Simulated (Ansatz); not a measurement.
Input:

End structure of the (113) surface of germanium, 1 pair of surface atoms bonded, Si on one of 4 atoms under the surface, Cl on every dangling bond (bottom of the slab: built like the top, H on every dangling bond, free):

```xyz
36
Lattice="8.1459 0.0000 0.0000 2.0365 6.7542 0.0000 0.0000 0.0000 30.5000" Properties=species:S:1:pos:R:3 pbc="T T T"
Ge     0.7533     0.0816     9.6927
Ge     3.2900     0.0453     9.6701
Ge     3.9909     2.3981    10.0030
Ge     8.2287     2.4441    10.0234
Ge     2.0556     3.1751    11.3278
Ge     6.0943     2.9852    11.2135
Ge     6.0498     5.4696    11.6467
Ge     2.0878     5.5993    11.7288
Ge     4.1019     6.1344    13.0543
Ge     8.1148     6.1463    12.9456
Ge     6.1051     1.8413    13.4205
Ge     2.0410     1.8514    13.4421
Ge     4.0729     2.4561    14.7328
Ge     8.1459     2.4561    14.7328
Ge     8.1459     4.9121    15.1670
Ge     4.0729     4.9121    15.1670
Ge     6.1141     5.5323    16.4679
Ge     2.0301     5.5235    16.4496
Ge     8.1007     1.2351    16.8717
Ge     4.1365     1.2272    16.9616
Si     6.1612     1.9031    18.2174
Ge     2.0082     1.7750    18.1749
Ge     2.0161     4.1849    18.5493
Ge     6.1127     4.3187    18.6372
Ge     8.2005     4.9766    19.8248
Ge     3.9983     4.9272    19.8333
Ge     1.2717     0.5312    20.2137
Ge     6.8415     0.5924    20.1714
H      2.2424     6.2215     8.3732
H      5.8235     6.2181     8.3160
H      3.9898     3.1443     8.6338
H      8.2343     3.1967     8.6583
Cl     8.1715     4.0576    21.7997
Cl     4.0259     3.9998    21.7990
Cl     2.0268     1.0830    22.1659
Cl     6.0875     1.1299    22.1292
```

Model: 36-atom slab, 14.4 Å thick at the start with caps and adatoms, 4x4x1 mesh, Fermi-Dirac 0.025 eV, dipole correction, 4 atoms held, the rest relaxed; no symmetry held; no spin, no spin-orbit, no U. It is one candidate, not shown to be the stable structure of the face.

Q: Predict the gap of the slab on its k-mesh from PBE (Ansatz, a first-principles code).

A: 0.75 eV

Q: Estimate the highest filled level below the top vacuum level that PBE returns for this input.

A: 6.27 eV
